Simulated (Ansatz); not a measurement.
The reference is SnSe$_{2}$ in the CdI2 type structure (space group P-3m1, No. 164; a = 3.8403 Å, c = 6.0057 Å; layered, stacked along the Cartesian z axis).

The values are results of plane-wave PAW DFT at the PBE-D3(BJ) level (Ansatz, a quantum-chemistry and plane-wave program, 420 eV), spin-orbit coupling left out, not measurements.

```tsv
level	band gap	lattice parameter c
PBE-D3(BJ)	0.36 eV	6.006 Å
```

### Question
What does experiment give, and how far off is each level?

### Answer
Measured: band gap 0.98 eV (temperature not stated; as listed in Joseph M. Gonzalez, Ivan I. Oleynik, Phys. Rev. B (2016)); lattice parameter c 6.14 Å (temperature not stated; as listed in Joseph M. Gonzalez, Ivan I. Oleynik, Phys. Rev. B (2016)). Computed minus measured — band gap: PBE-D3(BJ) -0.62 eV; lattice parameter c: PBE-D3(BJ) -2.2 %. Measured values not marked as corrected hold thermal and zero-point effects that the static-lattice runs lack. A measured gap can be an optical one, lowered by exciton binding. Levels without spin-orbit coupling miss its effect on the gap.

Whether these cells are dynamically stable was not tested.
